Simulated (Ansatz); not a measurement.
The starting structures come from a database of crystals and need not be the phases stable at ambient conditions.

 Where the default PAW files enter, the runs use the earlier of Ansatz's two default sets.

Consider the following.

```yaml
crystal:
  lattice:
    - [5.09262, 0.00000, 0.00000]
    - [-0.72450, 5.21156, 0.00000]
    - [2.34153, 2.39490, 6.27507]
  atoms:
    - { symbol: Li, position: [0.25000, 0.60600, 0.31320] }
    - { symbol: Li, position: [0.75000, 0.39400, 0.68680] }
    - { symbol: Al, position: [0.00000, 0.00000, 0.00000] }
    - { symbol: Al, position: [0.00000, 0.00000, 0.50000] }
    - { symbol: H, position: [0.66220, 0.92920, 0.84750] }
    - { symbol: H, position: [0.33780, 0.07080, 0.15250] }
    - { symbol: P, position: [0.67280, 0.35690, 0.26520] }
    - { symbol: P, position: [0.32720, 0.64310, 0.73480] }
    - { symbol: O, position: [0.30250, 0.33430, 0.84150] }
    - { symbol: O, position: [0.69750, 0.66570, 0.15850] }
    - { symbol: O, position: [0.64490, 0.75980, 0.57740] }
    - { symbol: O, position: [0.35510, 0.24020, 0.42260] }
    - { symbol: O, position: [0.12540, 0.67640, 0.61010] }
    - { symbol: O, position: [0.87460, 0.32360, 0.38990] }
    - { symbol: O, position: [0.73610, 0.20750, 0.10380] }
    - { symbol: O, position: [0.26390, 0.79250, 0.89620] }
    - { symbol: O, position: [0.86400, 0.04230, 0.77440] }
    - { symbol: O, position: [0.13600, 0.95770, 0.22560] }
```

Space group of this cell: P-1. The cell is taken as given; by PBEsol its mean pressure is -3.6 GPa.

Transport runs along the normal of the first two printed cell vectors.

No gap correction and no spin-orbit coupling; mid-gap values are interpolated between computed energies.

State the band gap and the smallest decay constant κ at mid-gap according to PBEsol run with Ansatz (a first-principles code).

Gap 5.63 eV on a 8×6×6 mesh; κ = 0.445 1/Å, at the zone centre.
